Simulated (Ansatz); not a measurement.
A self-consistent single point of TiO2 (Imm2, 6 atoms in the cell) with Ansatz (a quantum-chemistry and plane-wave program)

Computed with LDA (PW92), default PAW files made with PBE (plane waves; Ansatz).

This input was run:

Ansatz 0.2 input:
```yaml
crystal:
  lattice:
    - [-1.883038, 1.883038, 4.731225]
    - [1.883038, -1.883038, 4.731225]
    - [1.883038, 1.883038, -4.731225]
  atoms:
    - { symbol: Ti, position: [0.755284, 0.255284, 0.500000] }
    - { symbol: Ti, position: [0.000000, 0.000000, 0.000000] }
    - { symbol: O, position: [0.542000, 0.042000, 0.500000] }
    - { symbol: O, position: [0.792000, 0.792000, 0.000000] }
    - { symbol: O, position: [0.208000, 0.208000, 0.000000] }
    - { symbol: O, position: [0.958000, 0.458000, 0.500000] }
basis:
  ecutwfc: 30.9 Ry
kpoints:
  mp_grid: { grid: [9, 9, 9] }
hamiltonian:
  xc: lda
  pseudopotentials: { kind: paw }
scf:
  occupations: { method: fermi_dirac, width: 0.0015 Ry }
output:
  forces: true
  eigenvalues: true
  stress: true
```

Log, with long lists cut:

```
WARN ansatz: RAYON_NUM_THREADS=1 ignored (pool sized by the plan → 1); use --threads N
basis.fft_grid_basis auto: the FFT boxes are laid along the combinations [[1, 0, 1], [0, 1, 1], [0, 0, 1]] of the cell's own vectors, 3.766, 3.766 and 5.429 Å …
Pseudopotentials: kind: paw
Pseudopotential: Ti, paw, valence charge 12
Pseudopotential: O, paw, valence charge 6
Crystal: 6 atoms, lattice volume = 67.105 Å³
Basis set: ecut = 420.4159175005146 eV, 1283 PW (Γ), FFT grids on a1+a3, a2+a3, a3
Bands: 30, of which v1, the nominal top of the filled ones, is band 24 counted from 1 (23 counted from 0)
Symmetry: 4 space group operations
Space group: Imm2 (ITA 44), of the structure as read, at distance tolerance 4.1e-5 Å
k-points: 125 of 729 (time reversal used)
PAW frozen core: Ti, regenerated for the run's functional, and the local potential with it
PAW frozen core: O, regenerated for the run's functional, and the local potential with it
Initial density: superposition of atomic densities (neutral atoms: chi_scale 0, normalization atom), corrected by the library's trained network
Initial wavefunctions: pseudopotential atomic-orbital guess
Eigensolver: davidson
Functional: x = slater, c = lda
SCF iter   1: F=—  HF=-7130.483448 eV  |F-HF|=—  |Δ(HF+E_count)|=         —  Δρ=1.94e-2  dr2=2.23e-1  ethr=1.77e-3  ⟨swp⟩=5.6  Hψ=15652  notcnv=0
all-band conjugate gradients solve this SCF's bands
preconditioner: auto → none
SCF iter   2: F=—  HF=-7130.499360 eV  |F-HF|=—  |Δ(HF+E_count)|=   1.59e-2  Δρ=2.30e-2  dr2=3.30e-1  ethr=4.65e-4  ⟨swp⟩=2.0  Hψ=7274  notcnv=0  defer=193
SCF iter   3: F=—  HF=-7130.434243 eV  |F-HF|=—  |Δ(HF+E_count)|=   6.51e-2  Δρ=3.43e-3  dr2=3.92e-3  ethr=4.65e-4  ⟨swp⟩=2.1  Hψ=5625  notcnv=0  defer=193
SCF iter   4: F=—  HF=-7130.433349 eV  |F-HF|=—  |Δ(HF+E_count)|=   8.94e-4  Δρ=9.41e-4  dr2=2.76e-4  ethr=8.17e-6  ⟨swp⟩=2.0  Hψ=7094  notcnv=0  defer=193
SCF iter   5: F=—  HF=-7130.433460 eV  |F-HF|=—  |Δ(HF+E_count)|=   1.11e-4  Δρ=1.10e-3  dr2=8.56e-4  ethr=5.75e-7  ⟨swp⟩=2.3  Hψ=6673  notcnv=0  defer=193
SCF iter   6: F=—  HF=-7130.433291 eV  |F-HF|=—  |Δ(HF+E_count)|=   1.69e-4  Δρ=2.01e-4  dr2=3.03e-5  ethr=5.75e-7  ⟨swp⟩=2.0  Hψ=5557  notcnv=0  defer=193
SCF iter   7: F=—  HF=-7130.433284 eV  |F-HF|=—  |Δ(HF+E_count)|=   6.86e-6  Δρ=4.26e-5  dr2=1.85e-6  ethr=6.31e-8  ⟨swp⟩=2.8  Hψ=7228  notcnv=0  defer=193
SCF iter   8: F=—  HF=-7130.433284 eV  |F-HF|=—  |Δ(HF+E_count)|=   2.58e-7  Δρ=2.54e-5  dr2=5.33e-7  ethr=3.86e-9  ⟨swp⟩=2.1  Hψ=5311  notcnv=0  defer=193
SCF iter   9: F=-7130.433284 eV  HF=-7130.433284 eV  |F-HF|=3.52e-8  |Δ(HF+E_count)|=   1.06e-7  Δρ=7.10e-6  dr2=3.73e-8  ethr=2.08e-10  ⟨swp⟩=7.3  Hψ=15640  notcnv=0
SCF 1 converged in 9 iterations: F = -7130.433284 eV  dr2 = 3.73e-8
SCF converged after 9 iterations
Free energy (F): -7130.433284 eV
Harris-Foulkes:  -7130.433284 eV  (|F-HF|=3.52e-8)
Internal energy: -7130.433284 eV  (E = F + TS)
E sigma→0 (E₀):  -7130.433284 eV
Fermi energy:    8.185628 eV
--- Per-component energies (eV) ---
  E_band       = -456.437081
  E_kinetic    = 1243.653055
  E_local      = -3554.733073  (includes V_loc(G=0)·N_el)
  E_nonlocal   = 212.036463
  E_hartree    = 1371.892668
  E_xc         = -485.470315
  E_vxc        = -619.019677  (∫ρ·V_xc dr)
  E_paw        = -2581.299428  (= ΣΔE_a)
  E_vpaw       = -482.165866  (= ΣTr[D̂ρ^β])
  E_aug_tail   = 0.010192  (compensation charges beyond the density's cutoff)
  E_ewald      = -3337.562432
  E_core_change = 1.039587  (= ΣΔE_core)
  E_smearing   = -0.000000  (= −TS)
  E_closure    = -0.000000  (closes the sum)
  Σ components = -7130.433284   (vs F -7130.433284, Δ=0.00e0)
--- Forces (eV/Å), atoms counted from 1 ---
  atom   1  Ti    -0.00000000     0.00000000    -0.84852288
  atom   2  Ti     0.00000000     0.00000000     0.42959346
  atom   3  O     -0.00000000     0.00000000     0.04962385
  atom   4  O      0.00000000     0.00000000     0.11652227
  atom   5  O      0.00000000     0.00000000     0.10721793
  atom   6  O      0.00000000     0.00000000     0.14558072
  max |Σ_I F_I| component: 1.54e-5 eV/Å
--- Stress (GPa, compression-positive) ---
       -0.862176      -0.000000      -0.000000
       -0.000000      -6.806235      -0.000000
       -0.000000      -0.000000      -2.033993
  P = ⅓ Tr σ = -3.2341 GPa (-32.341 kbar)
  The stress holds the Pulay correction. Without it, at fixed plane waves, as pw.x and ABINIT print it: P = -4.1909 GPa
--- Band table (eV; the first three rows and the last of 125) ---
  k-point 0: bands = ["-48.5155", "-48.4439", "-25.3576", "-25.1185", "-25.0554", "-25.0163", "-24.9923", "-24.9134", "-10.3022", "-9.2628", "-9.0187", "-8.6605", "3.1034", "3.1804", "3.3039", "3.6477", "4.8981", "5.0652", "5.0669", "6.3971", [...]
  k-point 1: bands = ["-48.5129", "-48.4455", "-25.3562", "-25.1371", "-25.0702", "-25.0241", "-24.9981", "-24.9079", "-10.1765", "-9.1861", "-8.9637", "-8.6206", "2.9526", "3.0692", "3.1397", "3.6526", "4.7298", "5.0976", "5.2006", "6.0286", [...]
  k-point 2: bands = ["-48.5054", "-48.4503", "-25.3527", "-25.1866", "-25.0983", "-25.0535", "-24.9991", "-24.9040", "-9.8372", "-9.0008", "-8.8155", "-8.5214", "2.5239", "2.8455", "2.9649", "3.7549", "4.2857", "4.7671", "4.8953", "5.3128", [...]
  k-point 124: bands = ["-48.4855", "-48.4736", "-25.1851", "-25.1714", "-25.0884", "-25.0846", "-24.9900", "-24.9618", "-9.6728", "-9.5389", "-9.0827", "-8.8516", "2.9401", "3.4067", "3.4246", "3.4761", "4.8373", "4.9121", "5.6671", "5.7577", [...]
```

The run converged in 9 iterations.

The starting cell has typed, rounded lattice constants, without a prior relaxation at this level. Its lattice was rescaled by up to half a per cent. One atom was moved a little off its site on purpose. With a pressure of about -3 GPa the cell is away from its equilibrium volume at this level. Ansatz's pressure includes its estimate of the finite-basis (Pulay) stress. Without the estimate this run gives -4.19 GPa.
